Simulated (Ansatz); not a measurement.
The starting structures come from a database of crystals and need not be the phases stable at ambient conditions.

Tunnelling through a barrier is set by its complex band structure: the current falls as exp(−2κd) with the smallest κ.

```yaml
crystal:
  lattice:
    - [5.43038, 0.00000, 0.00000]
    - [0.00000, 9.94128, 0.00000]
    - [0.00000, 0.00000, 5.19751]
  atoms:
    - { symbol: Cd, position: [0.60007, 0.34708, 0.24774] }
    - { symbol: Cd, position: [0.39993, 0.65292, 0.74774] }
    - { symbol: Cd, position: [0.10007, 0.15292, 0.74774] }
    - { symbol: Cd, position: [0.89993, 0.84708, 0.24774] }
    - { symbol: P, position: [0.77451, 0.50647, 0.59812] }
    - { symbol: P, position: [0.22549, 0.49353, 0.09812] }
    - { symbol: P, position: [0.27451, 0.99353, 0.09812] }
    - { symbol: P, position: [0.72549, 0.00647, 0.59812] }
    - { symbol: P, position: [0.44065, 0.11917, 0.40144] }
    - { symbol: P, position: [0.55935, 0.88083, 0.90144] }
    - { symbol: P, position: [0.94065, 0.38083, 0.90144] }
    - { symbol: P, position: [0.05935, 0.61917, 0.40144] }
```

Space group of this cell: Pna2_1. The cell is taken as given; by PBEsol its mean pressure is -1.2 GPa.

Transport runs along the normal of the first two printed cell vectors.

The gap is the functional's own, uncorrected, and κ follows it; spin-orbit coupling is left out. Mid-gap values are interpolated between the computed energies.

Task: Give the band gap and the smallest decay constant κ at mid-gap that PBEsol (Ansatz, a quantum-chemistry and plane-wave program) yields.

Result: Gap 1.45 eV on a 6×4×6 mesh; κ = 0.179 1/Å, at (0.500, 0.500) of the in-plane reciprocal vectors. At the zone centre, at the nearest computed energy, the slowest state has κ = 0.21 1/Å.
